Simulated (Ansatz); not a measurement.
Base system: KI in the CsCl type structure (space group Pm-3m, No. 221; a = 4.292 Å; a model cell, its experimental status unchecked).

Method: r2SCAN (Ansatz, a quantum-chemistry and plane-wave program), no spin-orbit coupling.

One change was made to it. Results:

```tsv
quantity	base	after
volume per atom	39.53 Å³	32.95 Å³
band gap	4.04 eV	3.06 eV
```

Problem. Name the change that was made.
A. I → Br
B. K → Na
C. I → Rh

Solution. B, K → Na. For comparison, the band gap in the other runs: I → Br gives 4.77 eV; I → Rh gives zero.

With I present, leaving out spin-orbit coupling can change the band edges. Whether these cells are dynamically stable was not tested. As relaxed here, NaI and KRh are hypothetical phases, not in the database extracts checked. For KBr in this form, whether it has been made was not checked. The final runs are not spin-polarised. KRh has a high density of states at the Fermi level and may be magnetic at this level. This is not the structure that KI has at room temperature and ambient pressure. This is not the structure that KBr has at room temperature and ambient pressure.
